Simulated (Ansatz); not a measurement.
A self-consistent single point of Li5NbO5 (P1, 11 atoms in the cell) with Ansatz (a quantum-chemistry and plane-wave program).

Method: HSE06 (plane waves, PAW; Ansatz).

```xyz
11
Lattice="4.9318 -2.0326 0.0000 4.9318 2.0326 0.0000 -1.9056 0.0000 5.5680" Properties=species:S:1:pos:R:3 pbc="T T T"
Li     6.3717     0.0526     2.0034
Li     1.5946     0.0079     3.5791
Li     5.1957    -0.1563     4.6546
Li     2.7555     0.0580     0.7779
Li    -0.9907     0.0744     2.9556
Nb     0.1257    -0.0221    -0.0502
O      8.1388    -0.1108     0.9744
O     -0.2261    -0.0080     4.5746
O      6.9307     0.0101     3.7403
O      1.0255     0.0968     1.8413
O      4.8893    -0.0026     0.0051
```

Reference input (self-consistent single point, DFT, HSE06, plane waves, default PAW files made with PBE): basis.ecutwfc = 30.9 Ry; kpoints.mp_grid.grid = 4 4 2; hamiltonian.xc = hse06; hamiltonian.pseudopotentials = {kind: paw} (the program's default PAW files); scf.occupations.method = fixed. This run's input differs from it in these lines:

```diff
@@ -29,2 +29,4 @@
     method: fixed
+  mixing:
+    preconditioner: ldos
 output:
```

Log, with long lists cut:

```
Error: inconsistent input (scf.mixing.preconditioner, scf.occupations.method): ldos needs the smeared local DOS at the Fermi level to build its model. With no smearing kernel (method: fixed, a smearing width below the step floor, tetrahedron integration, or explicit occupations) the LDOS field is never tabulated. Use a smearing scheme with a finite width, or preconditioner: auto
```

The program stopped before any SCF iteration. 

The starting cell comes from a database of computed structures (which also holds hypothetical and non-ambient phases and stackings), without a prior relaxation at this level. Its atoms were displaced at random from the sites of space group no. 12.

Keys are those of Ansatz 0.2.
